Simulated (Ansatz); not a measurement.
**Response to strain in W**

Base system: W in the bcc (W type) structure (space group Im-3m, No. 229; a = 3.169 Å; relaxed with 0.1 eV smearing). Axes: x, y, z lie along the cube axes.

Strains are applied to the cell and any free atomic positions relax.

Level of theory: r2SCAN (Ansatz, a program for electronic structure, PAW, without spin-orbit coupling).

Notes on the quantities. pressure: mean of the normal stresses, compression positive; energy relative to the base: free energy F.

```json
[
 {"variant": "base", "shortest interatomic distance": "274.4 pm", "pressure": "0.0 GPa", "energy relative to the base": "0 meV/atom"},
 {"variant": "tensor shear ε_xy = +0.29 %", "shortest interatomic distance": "273.9 pm", "pressure": "0.0 GPa", "energy relative to the base": "+0.3 meV/atom"},
 {"variant": "tensor shear ε_xy = +0.86 %", "shortest interatomic distance": "272.9 pm", "pressure": "0.1 GPa", "energy relative to the base": "…"},
 {"variant": "tensor shear ε_xy = +0.57 %", "shortest interatomic distance": "273.4 pm", "pressure": "0.0 GPa", "energy relative to the base": "+1.0 meV/atom"},
 {"variant": "tensor shear ε_xy = +1.71 %", "shortest interatomic distance": "271.3 pm", "pressure": "0.3 GPa", "energy relative to the base": "+8.8 meV/atom"},
 {"variant": "tensor shear ε_xy = +2.00 %", "shortest interatomic distance": "…", "pressure": "0.4 GPa", "energy relative to the base": "+12 meV/atom"},
 {"variant": "tensor shear ε_xy = +1.43 %", "shortest interatomic distance": "271.8 pm", "pressure": "0.2 GPa", "energy relative to the base": "+6.1 meV/atom"},
 {"variant": "tensor shear ε_xy = +1.14 %", "shortest interatomic distance": "272.3 pm", "pressure": "0.1 GPa", "energy relative to the base": "+3.9 meV/atom"}
]
```

Q: Complete the table.

A: 
- tensor shear ε_xy = +0.86 %, energy relative to the base: +2.2 meV/atom
- tensor shear ε_xy = +2.00 %, shortest interatomic distance: 270.8 pm

No phonon test of stability was made. The final runs are not spin-polarised.
